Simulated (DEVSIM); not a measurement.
Device: TaN/Al2O3/SiO2/p-Si capacitor, at 300 K.

```
layer (left to right)  material  thickness (nm)  Na (cm⁻³)
---------------------  --------  --------------  ---------
1                         Al2O3            9.50          -
2                          SiO2           0.780          -
3                            Si             870     4.4e17
```

Metal gate on the left, work function 4.4 eV. Fixed charge at the semiconductor interface 7.1e10 cm⁻² (in units of +e); no interface traps.

This is a model device: material constants are rounded textbook-type values typed into the input, and sizes, dopings and lifetimes were drawn at random. Values at 300 K.

```tsv
parameter	Al2O3	SiO2	Si
gap (eV)	6.8	9	1.124
affinity (eV)	1.35	0.9	4.05
permittivity	9	3.9	11.7
Nc (cm⁻³)	-	-	2.86e19
Nv (cm⁻³)	-	-	3.1e19
```

DEVSIM, 1D Poisson equation in equilibrium, Boltzmann statistics, complete ionisation; no quantum confinement or tunnelling. Metal contacts follow the ideal Schottky-Mott rule: no Fermi-level pinning, no interface dipoles.

The substrate doping was swept, all else fixed.

```tsv
substrate doping (cm^-3)	minimum of the low-frequency capacitance (μF/cm²)	threshold voltage (band bending 2φF) (V)	flat-band voltage (V)
2.2e16	0.0520	0.25	-0.60
4.4e16	0.0685	0.32	-0.62
8.8e16	0.0913	0.40	-0.64
2.2e17	0.131	0.57	-0.66
4.4e17	0.168	0.74	-0.68
8.8e17	0.214	0.99	-0.70
```

From the first row to the last the minimum of the low-frequency capacitance goes from 0.0520 to 0.214. From the first row to the last the threshold voltage (band bending 2φF) goes from 0.25 to 0.99.
